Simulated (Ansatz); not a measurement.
The starting structures come from a database of crystals and need not be the phases stable at ambient conditions.

Inside the gap of an insulator the Bloch states are evanescent, with a wavenumber k + iκ along the transport direction.

```yaml
crystal:
  lattice:
    - [7.14187, 0.04724, 0.00000]
    - [-3.36215, 6.30115, 0.00000]
    - [1.88986, 3.17419, 6.11240]
  atoms:
    - { symbol: Tl, position: [0.50000, 0.00000, 0.50000] }
    - { symbol: Tl, position: [0.00000, 0.50000, 0.50000] }
    - { symbol: Cd, position: [0.50000, 0.50000, 0.00000] }
    - { symbol: Sn, position: [0.00000, 0.00000, 0.00000] }
    - { symbol: Te, position: [0.58174, 0.58174, 0.35530] }
    - { symbol: Te, position: [0.41826, 0.06297, 0.00000] }
    - { symbol: Te, position: [0.93703, 0.93703, 0.64470] }
    - { symbol: Te, position: [0.06297, 0.41826, 0.00000] }
```

Space group of this cell: I-42m. The cell was relaxed by PBE-D3(BJ); by r2SCAN its mean pressure is -0.7 GPa.

Transport runs along the normal of the first two printed cell vectors, the (110) plane of the conventional cell.

No gap correction and no spin-orbit coupling; mid-gap values are interpolated between computed energies.

Problem. Estimate the band gap and the smallest decay constant κ at mid-gap that r2SCAN (Ansatz, a quantum-chemistry and plane-wave program) returns for this system.

Solution. Gap 0.77 eV on a 6×6×6 mesh; κ = 0.125 1/Å, at (0.333, 0.333) of the in-plane reciprocal vectors. At the zone centre, at the nearest computed energy, the slowest state has κ = 0.17 1/Å.
